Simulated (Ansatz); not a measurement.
**Response to strain in hypothetical anti-perovskite Mg3SnO**

Base system: Mg₃SnO in the anti-perovskite structure (space group Pm-3m, No. 221; a = 4.347 Å; a hypothetical phase, not in the database extracts checked). Axes: x, y, z lie along the cube axes.

Strains are applied to the cell and any free atomic positions relax; under biaxial strain the out-of-plane vector relaxes too.

Levels (all Ansatz, a program for electronic structure, PAW): PBEsol (420 eV, scalar-relativistic without spin-orbit coupling); r2SCAN (500 eV, without spin-orbit coupling).

Pressures by level, all at the geometries relaxed with PBEsol:

```csv
case,PBEsol,r2SCAN
base,0.0 GPa,-0.1 GPa
"biaxial strain −3.81 %, plane normal [110], relaxed out of plane",4.7 GPa,4.9 GPa
isotropic strain +0.71 %,-1.5 GPa,-1.7 GPa
uniaxial strain ε_zz = +1.09 %,-0.8 GPa,-0.9 GPa
tensor shear ε_xy = −0.40 %,0.0 GPa,-0.1 GPa
```

Single points use the geometry relaxed with PBEsol. Their cutoffs differ, which shifts pressures a little. Without a gap, meshes like the base's 11×11×11 leave anisotropic stresses uncertain by several tenths of a GPa, and small strain energies with them. Stability against distortions was not tested. The final runs are not spin-polarised.
